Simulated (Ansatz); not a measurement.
Base system: ZnCu2SnS4 (space group I-4, No. 82; a = 5.374 Å, c = 10.755 Å). Axes: x, y, z lie along a, b, c of the conventional cell.

The values are results of PBEsol (Ansatz, a quantum-chemistry and plane-wave program; PAW; 420 eV plane waves; no SOC), not measurements.

Modification: the cell is compressed by 0.75 % along x with no lateral relaxation; the atoms relax in the strained cell.

What happens to the energy relative to the base and stress?

The energy rises by 0.4 meV/atom; the stress (xx, yy, zz, yz, xz, xy; compression positive) comes out as (0.79, 0.51, 0.51, 0.00, 0.00, 0.00) GPa.

Whether these cells are dynamically stable was not tested. All final runs are without spin polarisation.
